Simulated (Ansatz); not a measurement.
# Defect calculation: N on the Se site + 1 H in zinc-blende CdSe

The numbers are results of PBE, PAW (plane waves to 420 eV; Ansatz, a quantum-chemistry and plane-wave program), not measurements. Details: 64-site cell; 2×2×2 shifted k-points; start: the Se site; H antibonding at the dopant; finite-size errors of tenths of an eV; relaxed from one start, so a lower configuration may exist.

Neighbours after relaxation, in Å: of the N atom: H 1.03, Cd 2.22, Cd 2.22, Cd 2.22; of the H atom: N 1.03, Cd 2.48, Cd 2.48, Cd 2.48, Se 3.03, Se 3.03, Se 3.03.

The name describes the start; the neighbours show where the atoms ended.

| charge | moment (μB) | largest move off a lattice site (Å) |
|---|---|---|
| 0 | not spin-polarised | 0.86 |
